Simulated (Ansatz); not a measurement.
## Sr2Ta2O7 (Cmc2₁, No. 36, 22 atoms in the cell; start mp-13664)

Computed with PBEsol+SOC in Ansatz (plane waves, PAW).

Numerical settings: plane-wave cutoff 520 eV, 10×10×6 k mesh (along the axes of the cell as run), Fermi–Dirac smearing 0.01 eV, PAW data made under PBE.

Cell (relaxed with PBEsol):

```cif
data_O28Sr8Ta8
_chemical_formula_sum 'Sr8 Ta8 O28'
_space_group_name_H-M_alt 'Cmc21'
_space_group_IT_number 36
_space_group_name_Hall 'C 2c -2'
_cell_length_a 3.94663
_cell_length_b 27.23578
_cell_length_c 5.67532
_cell_angle_alpha 90.000
_cell_angle_beta 90.000
_cell_angle_gamma 90.000
loop_
_atom_site_label
_atom_site_type_symbol
_atom_site_symmetry_multiplicity
_atom_site_Wyckoff_symbol
_atom_site_fract_x
_atom_site_fract_y
_atom_site_fract_z
_atom_site_occupancy
Sr1 Sr 4 a 0.00000 0.55365 0.23636 1
Sr2 Sr 4 a 0.00000 0.28551 0.24964 1
Ta1 Ta 4 a 0.00000 0.05474 0.73937 1
Ta2 Ta 4 a 0.00000 0.15954 0.24322 1
O1 O 4 a 0.00000 0.20784 0.00913 1
O2 O 4 a 0.00000 0.10122 0.98841 1
O3 O 4 a 0.00000 0.64913 0.23942 1
O4 O 4 a 0.00000 0.45326 0.23771 1
O5 O 4 a 0.00000 0.00213 0.99831 1
O6 O 4 a 0.00000 0.09721 0.47061 1
O7 O 4 a 0.00000 0.20519 0.48810 1
```
(The calculation used a cell of 22 atoms; values per cell refer to that cell.)

| Item | Result |
|---|---|
| band gap | 2.93 eV (direct) |

The computed numbers hold no vibrational or temperature effects.

Computing time: roughly 3 core-hours.

A start named mp-… is a Materials Project structure, which need not be a measured phase.

Ansatz is a program for electronic structure.
